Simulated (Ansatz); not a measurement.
The starting structures come from a database of crystals and need not be the phases stable at ambient conditions.

# Evanescent states of CdSnF₆ (R-3, not sure to be the ambient phase, 8 atoms a cell, 14.8 Å³ an atom) along the normal of (001)

These are PBEsol (plane waves, PAW; Ansatz, an electronic-structure program) values and carry that method's errors.

No gap correction and no spin-orbit coupling; mid-gap values are interpolated between computed energies.

Energies count from the valence-band top; κ is the least over a 12×12 mesh across the current.

```tsv
E (eV)	κ (1/Å)	where
0.10	0.248	off Γ
0.28	0.364	off Γ
0.47	0.403	Γ
0.67	0.414	Γ
0.85	0.421	Γ
1.04	0.425	Γ
1.24	0.426	Γ
1.43	0.425	Γ
1.61	0.421	Γ
1.80	0.414	Γ
2.00	0.406	Γ
2.19	0.395	Γ
2.38	0.382	Γ
2.56	0.365	Γ
2.75	0.346	Γ
2.94	0.323	Γ
3.13	0.296	Γ
3.33	0.263	Γ
3.52	0.222	Γ
3.71	0.167	Γ
3.90	0.072	Γ
```

Question: How thick must the barrier be to attenuate the transmission by 10^6 when the electrodes' Fermi level lies at 1.80 eV, and what attenuation does that film give at 2.75 eV?

Answer: d = 6 ln 10 / (2 × 0.414) = 16.7 Å. At 2.75 eV it gives 6 × 0.346/0.414 = 5.0 decades.
